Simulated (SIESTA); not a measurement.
Band structure of AgCl (Fm-3m, 2 atoms in the cell).

```
AgCl
1.0
    0.00000     2.77500     2.77500
    2.77500     0.00000     2.77500
    2.77500     2.77500     0.00000
Ag Cl
1 1
Direct
  0.00000   0.00000   0.00000
  0.50000   0.50000   0.50000
```

Computed with GGA PBE, numerical atomic orbitals DZP, PseudoDojo PBE standard norm-conserving potentials (rewritten from UPF to PSML) (SIESTA).

Settings: XC.functional = GGA; XC.authors = PBE; potentials = PseudoDojo PBE standard; PAO.BasisSize = DZP; PAO.EnergyShift = 0.005 Ry; MeshCutoff = 350 Ry; kgrid.MonkhorstPack = 8 8 8; OccupationFunction = FD; ElectronicTemperature = 0.01 eV; MaxSCFIterations = 150; SCF.Mixer.Method = Pulay; SCF.Mixer.Weight = 0.25; SCF.Mixer.History = 8; SCF.DM.Tolerance = 1.0E-04.

The starting cell has typed, rounded lattice constants, without a prior relaxation at this level. Values carry the incompleteness of an atom-centred basis.

Task: Predict the gap along the standard path and the places of the band edges.

Result: The gap along the path is 1.19 eV, from L to Γ; the smallest direct gap on it is 3.25 eV.

Levels in eV from the top of the valence band on the path, bands 10 to 14:
```
point     10     11     12     13    14
-----  -----  -----  -----  -----  ----
Γ      -2.37  -2.32  -2.32  -2.32  1.19
X      -2.18  -1.92  -1.92  -1.84  2.53
W      -1.92  -1.92  -1.92  -1.16  4.35
K      -1.97  -1.80  -1.61  -1.03  3.80
L      -2.03  -1.70   0.00   0.00  4.42
U      -1.97  -1.80  -1.61  -1.03  3.80
```

Higher empty bands are left out: an atom-centred basis made for the valence describes them poorly.
